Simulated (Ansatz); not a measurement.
Gap of wurtzite GaP, (0001) cell, strained to GaAs +2.0% (GaP held in this type, which need not be the stable form; held in plane at the lattice of GaAs strained by +2 %), on one geometry relaxed at PBE.

Levels used, each named beside its values: r2SCAN (plane waves to 500 eV, PAW; Ansatz, a first-principles code); HSE06 (plane waves to 420 eV, PAW; Ansatz). Geometries and values that name no level are of the first. Spin–orbit coupling is left out. Its k-point mesh 9×9×5, Fermi–Dirac width 0.01 eV. HSE06 ran on meshes of its own (6×6×3); its edges and gaps are taken over the mesh and over extra points off it, mostly where PBE has its edges.

```csv
level,gap (eV)
r2SCAN,…
HSE06,0.86
```

Task: Fill in the missing entries.

Result: 
- r2SCAN, gap (eV): 0.45
